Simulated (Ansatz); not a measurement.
Ir: pressure series

The parent structure is Ir in the fcc (Cu type) structure (space group Fm-3m, No. 225; a = 3.8444 Å).

Cell and atoms are relaxed at each pressure.

Calculations: DFT with r2SCAN, PAW potentials and a 500 eV plane-wave cutoff in Ansatz (a first-principles code), scalar-relativistic without spin-orbit coupling.

Notes on the quantities. enthalpy: H = E + PV relative to the base's energy.

| variant | lattice parameter a | enthalpy |
|---|---|---|
| base | 3.844 Å | – |
| pressure −2 GPa | 3.851 Å | -0.18 eV/atom |
| pressure −1 GPa | 3.848 Å | -0.09 eV/atom |
| pressure 0.9 GPa | 3.841 Å | +0.08 eV/atom |
| pressure 2.1 GPa | 3.837 Å | +0.19 eV/atom |
| pressure 4.5 GPa | 3.830 Å | +0.40 eV/atom |
| pressure 9 GPa | 3.816 Å | +0.79 eV/atom |
| pressure 15 GPa | 3.798 Å | +1.31 eV/atom |
| pressure 22.5 GPa | 3.778 Å | +1.94 eV/atom |
| pressure 30 GPa | 3.759 Å | +2.57 eV/atom |

Load acts through the strain it causes; cell and atoms are relaxed under it. Stability against distortions was not tested. Competing high-pressure phases were not computed. All final runs are without spin polarisation.
